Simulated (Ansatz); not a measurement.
Phonon-limited resistivity of Ti$_{3}$Al (P6_3/mmc) against temperature in μΩ·cm, PBEsol, DFPT electron-phonon coupling, linearised Boltzmann equation in Ansatz (an electronic-structure program), harmonic crystal at a fixed cell. x, y and z are the axes of this cell:
```
AlTi3
1.0
    5.68590     0.00000     0.00000
   -2.84295     4.92413     0.00000
    0.00000     0.00000     4.60894
Ti Al
6 2
Direct
  0.83040   0.66081   0.25000
  0.16960   0.33919   0.75000
  0.16960   0.83040   0.75000
  0.83040   0.16960   0.25000
  0.33919   0.16960   0.25000
  0.66081   0.83040   0.75000
  0.33333   0.66667   0.25000
  0.66667   0.33333   0.75000
```

```json
[
 {"T": "50 K", "ρ (x, y)": "1.94", "ρ (z)": "0.68"},
 {"T": "77 K", "ρ (x, y)": "___", "ρ (z)": "2.8"},
 {"T": "100 K", "ρ (x, y)": "___", "ρ (z)": "5.5"},
 {"T": "150 K", "ρ (x, y)": "36", "ρ (z)": "12.3"},
 {"T": "200 K", "ρ (x, y)": "55", "ρ (z)": "18.7"},
 {"T": "250 K", "ρ (x, y)": "74", "ρ (z)": "24"},
 {"T": "273 K", "ρ (x, y)": "82", "ρ (z)": "27"},
 {"T": "300 K", "ρ (x, y)": "92", "ρ (z)": "30"}
]
```

**Question.** What belongs in the gaps?

**Answer.** 
- 77 K, ρ (x, y): 8.0
- 100 K, ρ (x, y): 15.8

A metal at this level (no band gap). Only scattering by harmonic phonons is included (no impurities, grain boundaries, electron-electron scattering or thermal expansion). Spin-orbit coupling is left out. Values near or above 100 μΩ·cm, or paths under about 2 nm, lie near resistivity saturation, where the Boltzmann equation overshoots. Halving the electron mesh (16x16x20) moves the resistivity by up to 4 %. Smearing 0.20 eV; phonons on a 3x3x3 q mesh, which this run doesn't test and which matters most at low temperature.
